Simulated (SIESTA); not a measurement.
Short convergence ladders for a (001) slab of LaBPd3 (cut from a parent of space group no. 221; 10 atoms in the cell)

```
CELL_PARAMETERS angstrom
      4.39533     0.00000     0.00000
      0.00000     4.39533     0.00000
      0.00000     0.00000    20.59300
ATOMIC_POSITIONS crystal
  La 0.00000 0.00000 0.44664
  B  0.50000 0.50000 0.33992
  Pd 0.00000 0.50000 0.33992
  Pd 0.50000 0.00000 0.33992
  Pd 0.50000 0.50000 0.44664
  La 0.00000 0.00000 0.66008
  B  0.50000 0.50000 0.55336
  Pd 0.00000 0.50000 0.55336
  Pd 0.50000 0.00000 0.55336
  Pd 0.50000 0.50000 0.66008
```

Base method: GGA PBEsol, numerical atomic orbitals DZP, PseudoDojo PBEsol standard norm-conserving potentials (rewritten from UPF to PSML) run with SIESTA.

Base settings: XC.functional = GGA; XC.authors = PBEsol; potentials = PseudoDojo PBEsol standard; PAO.BasisSize = DZP; PAO.EnergyShift = 0.01 Ry; MeshCutoff = 400 Ry; kgrid.MonkhorstPack = 4 4 1; OccupationFunction = FD; ElectronicTemperature = 100 meV; MaxSCFIterations = 150.

Core times come from one kind of shared machine, to one figure; runs under 30 s give none.

**The vacuum**

The mesh stays at the base's, so the ladder's end is converged at best in this setting alone.

Only quantities that move along the ladder and can be compared are tabulated; forces are left out, as grid noise moves with the cell.

| vacuum between outermost atoms (Å) | free energy less the last step's (meV/atom) | core time / last (rough) |
|---|---|---|
| 3.0 | -223.21 | 0.9 |
| 5.0 | -22.70 | 1 |
| 7.0 | -4.67 | 2 |
| 10.0 | -2.48 | 1 |
| 14.0 | -1.25 | 1 |
| 20.0 | -0.51 | 1 |
| 30.0 | 0.00 | 1 |

State of the free energy at the end of the ladder: still drifting one way, by 1.2 meV/atom over the last two steps, so the last step is no safe reference.

**The k-point mesh**

Only quantities that move along the ladder and can be compared are tabulated.

| kgrid.MonkhorstPack | free energy less the last step's (meV/atom) | largest difference of a force vector from the last step's (eV/Å) | core time / last (rough) |
|---|---|---|---|
| 2 2 1 | 54.88 | 0.323 | 0.5 |
| 4 4 1 | -2.05 | 0.029 | 0.7 |
| 5 5 1 | -0.68 | 0.036 | 0.7 |
| 7 7 1 | 0.33 | 0.005 | 0.6 |
| 9 9 1 | 0.03 | 0.001 | 0.8 |
| 12 12 1 | 0.00 | 0.001 | 0.7 |
| 17 17 1 | 0.00 | 0.000 | 0.9 |
| 19 19 1 | 0.00 | 0.000 | 1 |

Coarsest kgrid.MonkhorstPack that holds the free energy within 0.5 meV/atom of the last step, with all finer ones: 7 7 1; the step before is off by 0.68 meV/atom.

Coarsest kgrid.MonkhorstPack that holds the forces within 0.02 eV/Å of the last step, with all finer ones: 7 7 1; the step before is off by 0.036 eV/Å.

On the base run: the starting cell comes from a database of computed structures (which also holds hypothetical and non-ambient phases and stackings), without a prior relaxation at this level. The slab is cut from that crystal, and its faces are unrelaxed. Its lattice was rescaled by up to half a per cent. Spin polarisation is off. The two faces of this cut differ, and no dipole correction was used. Values carry the incompleteness of an atom-centred basis. In the base run, forces exceed 1 eV/Å. Without a gap this mesh is coarse (it stands for a supercell whose shortest in-plane vector is 18 Å).
